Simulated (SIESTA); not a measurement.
Input and output of a self-consistent single point for MnN (F-43m, 2 atoms in the cell) (SIESTA).

Method of the run: LDA PW92, numerical atomic orbitals DZP, PseudoDojo LDA standard norm-conserving potentials (rewritten from UPF to PSML) (SIESTA).

```
CELL_PARAMETERS angstrom
      0.00000     2.11547     2.11547
      2.11547     0.00000     2.11547
      2.11547     2.11547     0.00000
ATOMIC_POSITIONS crystal
  Mn 0.00000 0.00000 0.00000
  N  0.25000 0.25000 0.25000
```

Reference input (self-consistent single point, DFT, GGA PBEsol, numerical atomic orbitals DZP, PseudoDojo PBEsol standard norm-conserving potentials (rewritten from UPF to PSML)): XC.functional = GGA; XC.authors = PBEsol; potentials = PseudoDojo PBEsol standard; PAO.BasisSize = DZP; PAO.EnergyShift = 0.01 Ry; MeshCutoff = 350 Ry; kgrid.MonkhorstPack = 9 9 9; OccupationFunction = FD; ElectronicTemperature = 0.1 eV; MaxSCFIterations = 150; SCF.Mixer.Method = Pulay; SCF.Mixer.Weight = 0.25. This run's input differs from it in these lines:

```diff
@@ -1,2 +1,2 @@
-# files in the folder: Mn.psml N.psml (PseudoDojo PBEsol standard)
+# files in the folder: Mn.psml N.psml (PseudoDojo LDA standard)
 SystemName  MnN
@@ -22,4 +22,4 @@
 
-XC.functional                GGA
-XC.authors                   PBEsol
+XC.functional                LDA
+XC.authors                   PW92
 PAO.BasisSize                DZP
```

Output (repeated stretches shortened):

```
        iscf     Eharris(eV)        E_KS(eV)     FreeEng(eV)     dDmax    Ef(eV) dHmax(eV)
   scf:    1    -3196.760282    -3228.507257    -3228.610922  1.391429 -1.738363 19.486798
   scf:    2    -3235.730811    -3241.318817    -3241.347862  0.393924 -4.641585  4.243881
   scf:    3    -3242.267665    -3242.392331    -3242.440216  0.099501 -4.077223  1.247902
   scf:    4    -3242.314407    -3242.399597    -3242.445371  0.041927 -4.363504  0.813331
   scf:    5    -3241.996383    -3242.305903    -3242.360988  0.050102 -4.035296  1.738457
   scf:    6    -3242.449597    -3242.425500    -3242.476224  0.030449 -4.236565  0.014710
   scf:    7    -3242.424689    -3242.425180    -3242.476085  0.001293 -4.238252  0.050842
   scf:    8    -3242.425732    -3242.425516    -3242.476233  0.000760 -4.238878  0.000634
   scf:    9    -3242.425471    -3242.425494    -3242.476232  0.000072 -4.238395  0.004038
   scf:   10    -3242.425530    -3242.425512    -3242.476233  0.000075 -4.238911  0.000156
SCF Convergence by DM+H criterion
max |DM_out - DM_in|         :     0.0000753040
max |H_out - H_in|      (eV) :     0.0001559270
SCF cycle converged after 10 iterations

Using DM_out to compute the final energy and forces

siesta: E_KS(eV) =            -3242.4255

siesta: E_KS - E_eggbox =     -3242.4255

siesta: Atomic forces (eV/Ang):
     1    0.000000    0.000000    0.000000
     2   -0.000000   -0.000000   -0.000000
   Tot   -0.000000   -0.000000   -0.000000
   Max    0.000000
   Res    0.000000    sqrt( Sum f_i^2 / 3N )
   Max    0.000000    constrained

Stress tensor Voigt[x,y,z,yz,xz,xy] (kbar):      102.70      102.70      102.70       -0.00       -0.00       -0.00
(Free)E + p*V (eV/cell)    -3243.6899
Target enthalpy (eV/cell)    -3242.4762

siesta: Program's energy decomposition (eV):
siesta: FreeEng =     -3242.476233

   [... lines left out ...]
siesta:     0.064100   -0.000000   -0.000000
siesta:    -0.000000    0.064100   -0.000000
siesta:    -0.000000   -0.000000    0.064100

siesta: Cell volume =         18.934359 Ang**3

siesta: Pressure (static):
siesta:                Solid            Molecule  Units
siesta:          -0.00069814         -0.00069814  Ry/Bohr**3
siesta:          -0.06409993         -0.06409993  eV/Ang**3
siesta:        -102.69941666       -102.69941435  kBar
```

The run converged in 10 iterations. Against the reference run the pressure goes from -3.72 to -10.27 GPa.

The starting cell comes from a database of computed structures (which also holds hypothetical and non-ambient phases and stackings), without a prior relaxation at this level. Spin polarisation is off, so a magnetic state, if there is one, cannot be reached. Values carry the incompleteness of an atom-centred basis. With a pressure of about -10 GPa the cell is away from its equilibrium volume at this level.
